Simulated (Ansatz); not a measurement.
## Competing hops of Os-vacancy pair in fcc Cu, neutral cell

System: Os-vacancy pair (Os on one host Cu site, one Cu site vacant) in fcc Cu (neutral cell). All values below come from PBE, PAW (plane waves to 420 eV; Ansatz, an electronic-structure program).

Settings: 32 host sites, the relaxed PBE lattice, a 2×2×2 k-point mesh shifted by half a step, smearing 0.10 eV, spin-restricted, no image-charge correction. Static, classical nuclei. Spin-orbit coupling is left out. Forms of the defect that were not tried may lie lower.

Barriers: single points on a 4×4×4 k-point mesh shifted by half a step at the bands' geometries.

| Route | Start site over the lowest site run (eV) | Hop (Å) | Forward barrier (eV) | Backward barrier (eV) | Neighbours at the start | Neighbours at the saddle | Saddle order | Forward, on the band's own sampling (eV) |
|---|---|---|---|---|---|---|---|---|
| direct exchange of Os with the vacancy (Os-vacancy distance between ideal sites 2.57 Å throughout) | 0.00 | 2.49 | 1.32 | 1.32 | 4 Cu at 2.55, 3 Cu at 2.58, 4 Cu at 2.61 Å | 4 Cu at 2.45, 4 Cu at 2.76 Å | first order | 1.28 |

Paths come from CI-NEB runs.
